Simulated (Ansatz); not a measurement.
Band structure of Zr2Ni (I4/mcm, 6 atoms in the cell).

```
CELL_PARAMETERS angstrom
     -3.30150     3.30150     2.67339
      3.30150    -3.30150     2.67339
      3.30150     3.30150    -2.67339
ATOMIC_POSITIONS crystal
  Zr 0.66441 0.16441 0.82882
  Zr 0.33559 0.83559 0.17118
  Zr 0.16441 0.33559 0.50000
  Zr 0.83559 0.66441 0.50000
  Ni 0.25000 0.25000 0.00000
  Ni 0.75000 0.75000 0.00000
```

Method of the run: PBEsol, PAW files made with PBE (plane waves; Ansatz, an electronic-structure program).

Settings: basis.ecutwfc = 420 eV; kpoints.mp_grid.grid = 5 5 5; hamiltonian.xc = pbesol; hamiltonian.pseudopotentials = {kind: paw} (an earlier, softer set of the program's PAW files); scf.occupations.method = fermi_dirac; scf.occupations.width = 0.136 eV; kpoints.band_path.npoints = 8.

The starting cell comes from a database of computed structures (which also holds hypothetical and non-ambient phases and stackings), without a prior relaxation at this level. Its lattice was rescaled by a random factor within 2.5 % of one. Spin polarisation is off.

Levels in eV from the Fermi level, bands 39 to 46:
```json
[
 {"point": "Γ", "39": "-0.76", "40": "-0.18", "41": "-0.18", "42": "0.00", "43": "0.05", "44": "0.28", "45": "0.28", "46": "0.53"},
 {"point": "X", "39": "-0.78", "40": "-0.70", "41": "-0.50", "42": "-0.39", "43": "0.20", "44": "0.38", "45": "0.47", "46": "0.47"},
 {"point": "M", "39": "-0.61", "40": "-0.61", "41": "-0.53", "42": "-0.44", "43": "-0.07", "44": "0.88", "45": "1.09", "46": "1.20"},
 {"point": "Z", "39": "-0.78", "40": "-0.62", "41": "-0.49", "42": "-0.49", "43": "0.05", "44": "0.92", "45": "1.25", "46": "1.38"},
 {"point": "P", "39": "-0.18", "40": "-0.18", "41": "-0.07", "42": "-0.07", "43": "0.01", "44": "0.01", "45": "0.49", "46": "0.49"},
 {"point": "N", "39": "-0.56", "40": "-0.56", "41": "-0.22", "42": "-0.22", "43": "0.58", "44": "0.58", "45": "0.70", "46": "0.70"},
 {"point": "Z1", "39": "-0.78", "40": "-0.62", "41": "-0.49", "42": "-0.49", "43": "0.05", "44": "0.92", "45": "1.25", "46": "1.38"}
]
```

Bands cross the Fermi level along this path, so the cell is metallic at this level.

Keys are those of Ansatz 0.2.
